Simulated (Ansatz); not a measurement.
InP (F-43m), Ansatz (a quantum-chemistry and plane-wave program) with PBE with spin-orbit coupling, rigid bands: N_v = 2.33e19 cm⁻³ at 300 K and a hole conductivity mass of 0.572 mₑ.

Task: For 1e16 holes per cm³ at 300 K, place the Fermi level, estimate the Seebeck coefficient of a parabolic band with constant τ, and give mobility and conductivity for τ = 50 fs.

Result: The level lies k_BT ln(N_v/p) = 0.200 eV above the valence-band maximum. S ≈ +(k_B/e)[ln(N_v/p) + 5/2] = 884 μV/K, against 910 μV/K from the full bands (mean over directions). μ = eτ/m = 154 cm²/(V·s) and σ = peμ = 0.246 S/cm. τ is assumed, not computed.

Band transport and this doping are assumed; polarons and phonon drag are left out. Geometry: cell and atoms relaxed with PBEsol.
